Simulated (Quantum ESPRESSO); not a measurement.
Worked example: self-consistent single point of Y4SiS3 (I4/mmm, 8 atoms in the cell) in Quantum ESPRESSO.

Method: LDA (PZ), GBRV 1.5 ultrasoft (LDA) pseudopotentials (plane waves; Quantum ESPRESSO).

```
CELL_PARAMETERS angstrom
     -2.80552     2.80552     5.63657
      2.80552    -2.80552     5.63657
      2.80552     2.80552    -5.63657
ATOMIC_POSITIONS crystal
  Y  0.75310 0.75310 0.00000
  Y  0.24690 0.24690 0.00000
  Y  0.00000 0.50000 0.50000
  Y  0.50000 0.00000 0.50000
  Si 0.00000 0.00000 0.00000
  S  0.50000 0.50000 0.00000
  S  0.25000 0.75000 0.50000
  S  0.75000 0.25000 0.50000
```

Reference input (self-consistent single point, DFT, LDA (PZ), plane waves, GBRV 1.5 ultrasoft (LDA) pseudopotentials): ecutwfc = 40 Ry; ecutrho = 320 Ry; occupations = smearing; smearing = fd; degauss = 0.0036749 Ry; potentials = {Y: y_lda_v1.4.uspp.F.UPF, Si: si_lda_v1.uspp.F.UPF, S: s_lda_v1.4.uspp.F.UPF}; K_POINTS = automatic 5 5 5 0 0 0; conv_thr = 1e-10 Ry. This run's input differs from it in these lines:

```diff
@@ -12,4 +12,4 @@
    ntyp = 3,
-   ecutwfc = 40,
-   ecutrho = 320,
+   ecutwfc = 16,
+   ecutrho = 128,
    occupations = 'smearing',
```

Log, with long lists cut:

```
     Self-consistent Calculation

     iteration #  1     ecut=    16.00 Ry     beta= 0.70

     Threshold (ethr) on eigenvalues was too large:
     Diagonalizing with lowered threshold

     total energy              =    -453.96340886 Ry
     estimated scf accuracy    <       0.48295771 Ry

     iteration #  2     ecut=    16.00 Ry     beta= 0.70

     total energy              =    -454.04005409 Ry
     estimated scf accuracy    <       0.59759533 Ry

     iteration #  3     ecut=    16.00 Ry     beta= 0.70

     total energy              =    -454.17051258 Ry
     estimated scf accuracy    <       0.02739925 Ry

   [... 8 blocks of this kind left out ...]

     iteration # 12     ecut=    16.00 Ry     beta= 0.70

     total energy              =    -454.17781116 Ry
     estimated scf accuracy    <          1.3E-10 Ry

     iteration # 13     ecut=    16.00 Ry     beta= 0.70
     End of self-consistent calculation

     the Fermi energy is    10.8929 ev

!    total energy              =    -454.17781116 Ry
     estimated scf accuracy    <          6.4E-12 Ry
     smearing contrib. (-TS)   =      -0.00151815 Ry
     internal energy E=F+TS    =    -454.17629301 Ry

     convergence has been achieved in  13 iterations

     Forces acting on atoms (cartesian axes, Ry/au):

     atom    1 type  1   force =     0.00000000    0.00000000   -0.00314320
     atom    2 type  1   force =     0.00000000    0.00000000    0.00314320
     atom    3 type  1   force =     0.00000000    0.00000000    0.00000000
     atom    4 type  1   force =    -0.00000000   -0.00000000    0.00000000
     atom    5 type  2   force =    -0.00000000   -0.00000000    0.00000000
   [... lines left out ...]

     Total force =     0.004445     Total SCF correction =     0.000003

          total   stress  (Ry/bohr**3)                   (kbar)     P=      -82.58
  -0.00056332   0.00000000   0.00000000          -82.87        0.00        0.00
   0.00000000  -0.00056332   0.00000000            0.00      -82.87        0.00
   0.00000000   0.00000000  -0.00055744            0.00        0.00      -82.00

   JOB DONE.
```

The run converged in 13 iterations. Against the reference run the free energy goes up by 192 meV/atom, the pressure goes from -5.55 to -8.26 GPa and the largest force goes from 0.119 to 0.081 eV/Å.

The starting cell comes from a database of computed structures (which also holds hypothetical and non-ambient phases and stackings), without a prior relaxation at this level. At the lowered cutoff the pressure carries the error of an incomplete plane-wave basis.

Cost on one core of a shared machine: roughly 50 s.
